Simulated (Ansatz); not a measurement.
# GaSb (model structure, started from the rocksalt type, Fm-3m, No. 225, 2 atoms in the cell)

The numbers are results of PBEsol (Ansatz, a program for electronic structure, plane waves, PAW), not measurements.

Run with plane-wave cutoff 520 eV, 18×18×18 k mesh, Fermi–Dirac smearing 0.05 eV, scalar-relativistic PAW data made under PBE.

Cell (relaxed at this level):

```
GaSb
1.0
    0.00000     2.84862     2.84862
    2.84862     0.00000     2.84862
    2.84862     2.84862     0.00000
Sb Ga
1 1
Cartesian
  0.00000   0.00000   0.00000
  2.84862   2.84862   2.84862
```

For GaSb (model structure, started from the rocksalt type, Fm-3m, No. 225, 2 atoms in the cell), the band gap is none and the bulk modulus is 64.8 GPa.

Note: the bulk modulus is −V dP/dV from two relaxed cells at ±2 % in volume; the relaxation could raise the start's symmetry but not lower it, so the cell can be a saddle point.

Spin–orbit coupling is not included; it can open a gap where bands touch, and shift volumes and moduli.

Computed values are for the static lattice.

A model structure was made by putting elements into a prototype or built by hand; it is no filed structure, need not be a known phase, and can be a saddle point held by its symmetry.
